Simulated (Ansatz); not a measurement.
## Pressure series in BAs

The parent structure is BAs in the zinc blende structure (space group F-43m, No. 216).

```xyz
2
Lattice="0.0000 2.3919 2.3919 2.3919 0.0000 2.3919 2.3919 2.3919 0.0000" Properties=species:S:1:pos:R:3 pbc="T T T"
B      0.0000     0.0000     0.0000
As     1.1960     1.1960     1.1960
```

Cell and atoms are relaxed at each pressure.

All numbers come from r2SCAN/PAW in Ansatz (a quantum-chemistry and plane-wave program), scalar-relativistic without spin-orbit coupling.

Two rows of this table had their results exchanged by mistake.

```tsv
pressure	volume per atom (Å³)	shortest distance (Å)	band gap
pressure −2 GPa	13.89	2.082	1.39 eV
pressure −1 GPa	13.78	2.076	1.39 eV
pressure 0.9 GPa	13.60	2.067	1.37 eV
pressure 2.1 GPa	13.49	2.062	1.36 eV
pressure 4.5 GPa	13.28	2.051	1.35 eV
pressure 9 GPa	12.93	2.033	1.32 eV
pressure 15 GPa	11.71	1.967	1.20 eV
pressure 22.5 GPa	12.08	1.987	1.24 eV
pressure 30 GPa	12.52	2.011	1.28 eV
```

Problem. Which two?

Solution. The rows for pressure 15 GPa and pressure 30 GPa: the volume has to fall steadily with pressure, so 12.52 Å³ belongs to pressure 15 GPa and 11.71 Å³ to pressure 30 GPa.

Load acts through the strain it causes; cell and atoms are relaxed under it. Stability against distortions was not tested. No other phases were tried under pressure.
